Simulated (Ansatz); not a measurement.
# Hypothetical Pm-3n GaAs, pressure series

The reference is GaAs (space group Pm-3n, No. 223; a = 6.982 Å; a hypothetical phase, not in the database extracts checked).

Cell and atoms are relaxed at each pressure.

All numbers come from Ansatz (a first-principles code), PBEsol, PAW, cutoff 420 eV, no SOC.

Candidates:
(a) pressure 5 GPa
(b) pressure −1 GPa
(c) pressure 3 GPa

Before the change:

| Property | Value |
|---|---|
| Band gap | 0.28 eV |

**Question.** Order them by band gap, lowest first.

**Answer.** (b) pressure −1 GPa (0.14 eV), (a) pressure 5 GPa (0.60 eV), (c) pressure 3 GPa (0.63 eV)

Load acts through the strain it causes; cell and atoms are relaxed under it. Stability against distortions was not tested. Competing high-pressure phases were not computed. The zero or small gap of GaAs can change with the level of theory.
